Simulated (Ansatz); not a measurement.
We consider cubic perovskite CsCaF₃, described by PBEsol+SOC (Ansatz, a program for electronic structure, PAW).

Settings: plane-wave cutoff 520 eV, 8×8×8 k mesh, Fermi–Dirac smearing 0.01 eV, PAW data made under PBE.

Response to compression and expansion:

```json
[
 {"V (Å³/atom)": "17.058", "P (GPa)": "3.82", "direct gap at Γ (eV)": "7.411"},
 {"V (Å³/atom)": "17.421", "P (GPa)": "2.39", "direct gap at Γ (eV)": "7.286"},
 {"V (Å³/atom)": "17.784", "P (GPa)": "1.12", "direct gap at Γ (eV)": "7.167"},
 {"V (Å³/atom)": "18.147", "P (GPa)": "0.00", "direct gap at Γ (eV)": "7.052"},
 {"V (Å³/atom)": "18.510", "P (GPa)": "-1.01", "direct gap at Γ (eV)": "6.942"},
 {"V (Å³/atom)": "18.873", "P (GPa)": "-1.90", "direct gap at Γ (eV)": "6.835"},
 {"V (Å³/atom)": "19.236", "P (GPa)": "-2.70", "direct gap at Γ (eV)": "6.733"}
]
```

A straight line through the gaps at Γ against ln V gives a volume deformation potential dE_g(Γ)/d ln V of -5.6 eV: the gap at Γ widens under compression.

Note: the relaxation could not lower the start's symmetry, so the cell can be a saddle point above a distorted one.
